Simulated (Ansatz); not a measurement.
Consider AlFe in the CsCl type structure (space group Pm-3m, No. 221; a = 2.8760 Å; ferromagnetic; relaxed with 0.1 eV smearing).

Level of theory: PBE (Ansatz, a program for electronic structure), scalar-relativistic without spin-orbit coupling.

Before the change:

* **Pressure**: 0.0 GPa
* **Magnetic state**: ferromagnetic

Perturbation: the cell is scaled by 1.0090 in all directions, atoms relaxed at fixed cell.

Q: Estimate the effect on the energy relative to the base, pressure and magnetic state.

A: The energy goes up by 4.6 meV/atom; the pressure goes from zero to -4.4 GPa; the magnetic state is still ferromagnetic.

Other magnetic orders, which the real material may have, were not ruled out. The cells carry an imposed strain or load. Whether these cells are dynamically stable was not tested.
